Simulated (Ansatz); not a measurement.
The reference is MgO in the wurtzite structure (space group P6_3mc, No. 186; a = 3.303 Å, c = 5.021 Å; a cell from a computed database, its experimental status unchecked).

Modification: an isotropic linear strain of −4.39 %, atoms relaxed at fixed cell.

Levels (all Ansatz, a first-principles code, PAW): PBEsol (420 eV, no SOC); r2SCAN (500 eV, no spin-orbit coupling); HSE06 (420 eV, no spin-orbit coupling).

One geometry, relaxed with PBEsol, under each level:

```json
[
 {"level": "PBEsol", "band gap": "4.11 eV", "lowest conduction level above the VBM at special points": "Γ 4.11 eV; A 6.73 eV; L 7.78 eV; M 8.22 eV", "electron mass": "0.36 mₑ (at Γ)", "pressure": "21.22 GPa"},
 {"level": "r2SCAN", "band gap": "___", "lowest conduction level above the VBM at special points": "___", "electron mass": "___", "pressure": "___"},
 {"level": "HSE06", "band gap": "5.93 eV", "lowest conduction level above the VBM at special points": "Γ 5.93 eV; A 8.64 eV; L 9.71 eV", "electron mass": "–", "pressure": "–"}
]
```

Question: Give the withheld r2SCAN results.

Answer: 
- r2SCAN, band gap: 4.96 eV
- r2SCAN, lowest conduction level above the VBM at special points: Γ 4.96 eV; A 7.61 eV; L 8.71 eV; M 9.15 eV
- r2SCAN, electron mass: 0.38 mₑ (at Γ)
- r2SCAN, pressure: 20.77 GPa

Single points use the geometry relaxed with PBEsol. Their cutoffs differ, which shifts pressures a little. Effective masses come from finite differences of ±0.01 Å⁻¹. No phonon test of stability was made. This is not the structure that MgO has at room temperature and ambient pressure.
